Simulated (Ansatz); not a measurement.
## Hypothetical P6_3mc GeSe: pressure 15 GPa

The parent structure is GeSe (space group P6_3mc, No. 186; a = 4.710 Å, c = 5.685 Å; a hypothetical phase, not in the database extracts checked).

Perturbation: cell and atoms relaxed at a pressure of 15 GPa.

Level of theory: PBEsol (Ansatz, a first-principles code, PAW, scalar-relativistic without spin-orbit coupling), earlier PAW set. Settings: 8×8×6 k-points, 0.05 eV Fermi–Dirac smearing.

```tsv
quantity	base	changed	shift
volume per atom	27.31 Å³	21.71 Å³	-5.60 Å³
density	4.61 g/cm³	5.80 g/cm³	+1.19 g/cm³
enthalpy H = E + PV relative to the base's energy	–	+2.25 eV/atom	–
band gap	0.54 eV	zero	–
```

Cost of the whole job for the changed cell (relaxation, final SCF and bands): very roughly 27 core-seconds.

A case with no gap was solved on a k-mesh chosen for an insulator, which is coarse for it. Load acts through the strain it causes; cell and atoms are relaxed under it. Whether these cells are dynamically stable was not tested. Competing high-pressure phases were not computed. The final runs are not spin-polarised. Along this pressure series the structure jumps between pressure 4.5 GPa and pressure 9 GPa; cells beyond that are another form of it.
